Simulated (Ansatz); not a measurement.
**A computed series for hypothetical P4/nmm BeS: pressure series**

Start from BeS (space group P4/nmm, No. 129; a hypothetical phase, not in the database extracts checked; layered, stacked along the Cartesian z axis).

```
BeS
1.0
    3.45211     0.00000     0.00000
    0.00000     3.45211     0.00000
    0.00000     0.00000     5.62078
Be S
2 2
Direct
  0.50000   0.50000   0.50000
  0.00000   0.00000   0.50000
  0.50000   0.00000   0.71698
  0.00000   0.50000   0.28302
```

Cell and atoms are relaxed at each pressure.

All numbers come from PBEsol (Ansatz, a program for electronic structure, PAW, scalar-relativistic without spin-orbit coupling).

```json
[
 {"pressure (GPa)": "0", "volume per atom (Å³/atom)": "16.746"},
 {"pressure (GPa)": "0.3", "volume per atom (Å³/atom)": "16.168"},
 {"pressure (GPa)": "0.7", "volume per atom (Å³/atom)": "?"},
 {"pressure (GPa)": "1.5", "volume per atom (Å³/atom)": "15.136"},
 {"pressure (GPa)": "3", "volume per atom (Å³/atom)": "14.457"},
 {"pressure (GPa)": "5", "volume per atom (Å³/atom)": "13.850"},
 {"pressure (GPa)": "7.5", "volume per atom (Å³/atom)": "13.296"},
 {"pressure (GPa)": "10", "volume per atom (Å³/atom)": "12.864"}
]
```

Q: Fit the third-order Birch–Murnaghan form P(V) = (3B₀/2)[(V₀/V)^(7/3) − (V₀/V)^(5/3)]·[1 + (3/4)(B₀′ − 4)((V₀/V)^(2/3) − 1)] (squares taken in P) to the rows shown and predict the withheld row.

A: Least squares on the printed values gives V₀ = 16.675 Å³/atom, B₀ = 7.84 GPa, B₀′ = 17.7; this predicts 15.751 Å³/atom, and the run gives 15.712 Å³/atom, 0.039 lower.

Load acts through the strain it causes; cell and atoms are relaxed under it. Whether these cells are dynamically stable was not tested. No other phases were tried under pressure. The base started in Pnma and relaxed to P4/nmm at this level. No dispersion term is included in the PBEsol runs.
